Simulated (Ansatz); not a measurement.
An Ansatz (an electronic-structure program) run: ZnSiP2 with a change (isotropic strain −0.75 %); PBE (Ansatz), spin-orbit coupling left out.

Input:

Ansatz 0.2 input:
```yaml
crystal:
  lattice:
    - [-2.6889450435, 2.6889450435, 5.2303024167]
    - [2.6889450435, -2.6889450435, 5.2303024167]
    - [2.6889450435, 2.6889450435, -5.2303024167]
  atoms:
    - { symbol: Zn, position: [0, 0, 0] }
    - { symbol: Zn, position: [0.75, 0.25, 0.5] }
    - { symbol: Si, position: [0.5, 0.5, 0] }
    - { symbol: Si, position: [0.25, 0.75, 0.5] }
    - { symbol: P, position: [0.875, 0.8576819657, 0.4826819657] }
    - { symbol: P, position: [0.1423180343, 0.625, 0.0173180343] }
    - { symbol: P, position: [0.375, 0.3923180343, 0.5173180343] }
    - { symbol: P, position: [0.6076819657, 0.125, 0.9826819657] }
basis: { ecutwfc: 420, ecutrho_ratio: 4, xc_grid: 2, fft_grid_basis: typed }
kpoints: { mp_grid: { grid: [9, 9, 9] } }
hamiltonian:
  xc: pbe
  dispersion: none
  pseudopotentials: { kind: paw }
scf: { occupations: { method: fermi_dirac, width: 0.05 }, convergence: { dr2_threshold: 0.0000000008 } }
relax: { f_tol: 0.005, max_steps: 50 }
output: { forces: true, stress: true }
checkpoint: { write: state.ck, write_every: 1000 }
```

Output (explanatory and most iteration lines left out):

```
Relaxation: its limit of steps is 50 (relax.max_steps)
Pseudopotential: Zn, paw, valence charge 12
Pseudopotential: Si, paw, valence charge 4
Pseudopotential: P, paw, valence charge 5
Crystal: 8 atoms, lattice volume = 151.269 Å³
Basis set: ecut = 420 eV, 2921 PW (Γ), exchange–correlation on 90×90×90 points (8 copies of the dense FFT grid, shifted against one another)
Bands: 34, of which v1, the nominal top of the filled ones, is band 26 counted from 1 (25 counted from 0)
Symmetry: 8 space group operations
Space group: I-42d (ITA 122), of the structure as read, at distance tolerance 5.3e-5 Å
k-points: 75 of 729 (time reversal used)
Functional: x = pbe(κ = 0.804, μ = 0.2195149727645171), c = pbe(β = 0.06672455060314922)
SCF iter   1: F=—  HF=-10935.052003 eV  |F-HF|=—  |Δ(HF+E_count)|=         —  Δρ=1.02e-3  dr2=1.02e-3  ethr=1.77e-3  ⟨swp⟩=9.5  Hψ=14811  notcnv=0  defer=2
SCF iter   2: F=—  HF=-10935.049648 eV  |F-HF|=—  |Δ(HF+E_count)|=   2.35e-3  Δρ=5.93e-4  dr2=3.26e-4  ethr=1.96e-6  ⟨swp⟩=3.0  Hψ=5865  notcnv=0  defer=109
SCF 1 converged in 9 iterations: F = -10935.049789 eV  dr2 = 3.47e-11
relax step   1: F+E_penalty+E_count = -10935.04978879 eV  Δ(F+E_penalty+E_count) = +0.000e0 eV  max|allowed force component| = 5.024e-2 eV/Å  Δτ_max = 0.0000 Å  (9 SCF iters, accepted)
Crystal: 8 atoms, lattice volume = 151.269 Å³
SCF iter   1: F=—  HF=-10935.050118 eV  |F-HF|=—  |Δ(HF+E_count)|=         —  Δρ=1.83e-4  dr2=5.18e-5  ethr=9.54e-8  ⟨swp⟩=3.1  Hψ=9074  notcnv=0  defer=174
SCF iter   2: F=—  HF=-10935.050106 eV  |F-HF|=—  |Δ(HF+E_count)|=   1.18e-5  Δρ=8.77e-5  dr2=1.22e-5  ethr=9.54e-8  ⟨swp⟩=2.5  Hψ=4014  notcnv=0  defer=174
SCF 2 converged in 6 iterations: F = -10935.050132 eV  dr2 = 2.63e-10
relax step   2: F+E_penalty+E_count = -10935.05013167 eV  Δ(F+E_penalty+E_count) = -3.429e-4 eV  max|allowed force component| = 1.925e-2 eV/Å  Δτ_max = 0.0025 Å  (6 SCF iters, accepted)
Crystal: 8 atoms, lattice volume = 151.269 Å³
SCF iter   1: F=—  HF=-10935.050171 eV  |F-HF|=—  |Δ(HF+E_count)|=         —  Δρ=1.14e-4  dr2=1.98e-5  ethr=3.83e-7  ⟨swp⟩=2.0  Hψ=5958  notcnv=0  defer=174
SCF iter   2: F=—  HF=-10935.050163 eV  |F-HF|=—  |Δ(HF+E_count)|=   7.79e-6  Δρ=5.41e-5  dr2=4.79e-6  ethr=3.80e-8  ⟨swp⟩=2.0  Hψ=3876  notcnv=0  defer=174
SCF 3 converged in 6 iterations: F = -10935.050191 eV  dr2 = 2.46e-10
relax step   3: F+E_penalty+E_count = -10935.05019062 eV  Δ(F+E_penalty+E_count) = -5.895e-5 eV  max|allowed force component| = 5.848e-6 eV/Å  Δτ_max = 0.0015 Å  (6 SCF iters, accepted)
SCF converged after 6 iterations
Free energy (F): -10935.050191 eV
Internal energy: -10935.050191 eV  (E = F + TS)
E sigma→0 (E₀):  -10935.050191 eV
Entropy (-TS):   -0.000000 eV (-0.000 meV/atom)
Fermi energy:    7.521337 eV
--- Forces (eV/Å), atoms counted from 1 ---
  atom   1  Zn     0.00000000     0.00000000     0.00000000
  atom   2  Zn    -0.00000000    -0.00000000    -0.00000000
  atom   3  Si    -0.00000000    -0.00000000     0.00000000
  atom   4  Si    -0.00000000     0.00000000     0.00000000
  atom   5  P      0.00000585     0.00000000     0.00000000
  atom   6  P      0.00000000    -0.00000585     0.00000000
  atom   7  P     -0.00000585     0.00000000     0.00000000
  atom   8  P     -0.00000000     0.00000585    -0.00000000
--- Stress (GPa, compression-positive) ---
        1.997196       0.000000       0.000000
        0.000000       1.997196      -0.000000
        0.000000      -0.000000       2.016013
  P = ⅓ Tr σ = 2.0035 GPa (20.035 kbar)
--- Relaxed structure (3 steps of the walk, 3 accepted, 0 SCFs on fresh bases) ---
  atoms:
    - { symbol: Zn, position: [1.0080181585584566e-20, -5.040090792792315e-21, 5.0400907927922476e-21] }
    - { symbol: Zn, position: [0.7499999999999999, 0.25000000000000006, 0.49999999999999994] }
    - { symbol: Si, position: [0.5, 0.5, 5.0400907927923146e-21] }
    - { symbol: Si, position: [0.25000000000000006, 0.7499999999999999, 0.49999999999999994] }
    - { symbol: P, position: [0.875, 0.8584254445378333, 0.4834254445378334] }
    - { symbol: P, position: [0.14157455546216646, 0.625, 0.016574555462166518] }
    - { symbol: P, position: [0.37500000000000006, 0.39157455546216663, 0.5165745554621666] }
    - { symbol: P, position: [0.6084254445378332, 0.125, 0.9834254445378334] }
```

No phonon test of stability was made. The cell was made from ZnSiP2 in the chalcopyrite structure (space group I-42d, No. 122) by this change: isotropic strain −0.75 %.
